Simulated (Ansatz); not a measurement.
Hypothetical rock salt MoP: response to strain

Take MoP in the rock salt structure (space group Fm-3m, No. 225; a = 4.901 Å; a hypothetical phase, not in the database extracts checked) as the base. Axes: x, y, z lie along the cube axes.

Strains are applied to the cell and any free atomic positions relax; under biaxial strain the out-of-plane vector relaxes too; under stress the whole cell relaxes.

Computed with PBEsol/PAW in Ansatz (a quantum-chemistry and plane-wave program), no spin-orbit coupling.

Notes on the quantities. energy relative to the base: free energy F.

```json
[
 {"case": "base", "volume per atom": "14.71 Å³", "energy relative to the base": "0 meV/atom", "space group": "Fm-3m (No. 225)"},
 {"case": "biaxial strain +2.05 %, plane normal [001], relaxed out of plane", "volume per atom": "15.22 Å³", "energy relative to the base": "+18 meV/atom", "space group": "I4/mmm (No. 139)"},
 {"case": "biaxial strain −1.74 %, plane normal [111], relaxed out of plane", "volume per atom": "14.97 Å³", "energy relative to the base": "-7.7 meV/atom", "space group": "R-3m (No. 166)"},
 {"case": "biaxial strain −0.53 %, plane normal [111], relaxed out of plane", "volume per atom": "14.76 Å³", "energy relative to the base": "-0.4 meV/atom", "space group": "R-3m (No. 166)"},
 {"case": "isotropic strain −2.95 %", "volume per atom": "13.45 Å³", "energy relative to the base": "+82 meV/atom", "space group": "Fm-3m (No. 225)"},
 {"case": "uniaxial strain ε_xx = −2.80 %", "volume per atom": "14.30 Å³", "energy relative to the base": "+19 meV/atom", "space group": "I4/mmm (No. 139)"},
 {"case": "uniaxial strain ε_xx = −2.14 %", "volume per atom": "14.40 Å³", "energy relative to the base": "+11 meV/atom", "space group": "I4/mmm (No. 139)"},
 {"case": "uniaxial strain ε_xx = +5.33 %", "volume per atom": "15.50 Å³", "energy relative to the base": "+49 meV/atom", "space group": "I4/mmm (No. 139)"},
 {"case": "tensor shear ε_xz = +2.44 %", "volume per atom": "14.70 Å³", "energy relative to the base": "-2.7 meV/atom", "space group": "Immm (No. 71)"},
 {"case": "uniaxial stress, 1 GPa tension along z", "volume per atom": "14.74 Å³", "energy relative to the base": "+0.1 meV/atom", "space group": "I4/mmm (No. 139)"}
]
```

Without a gap, meshes like the base's 16×16×16 leave anisotropic stresses uncertain by several tenths of a GPa, and small strain energies with them. Stability under load was not tested beyond the relaxation. The final runs are not spin-polarised. An odd electron count without spin: MoP. Under biaxial strain −1.74 %, plane normal [111], relaxed out of plane and tensor shear ε_xz = +2.44 % the cell ends below the base's energy or with stress of the wrong sign: the atoms slid into a distortion or the cell is elastically unstable, so the base is not a stable minimum at this level. MoP has a high density of states at the Fermi level and may be magnetic at this level.
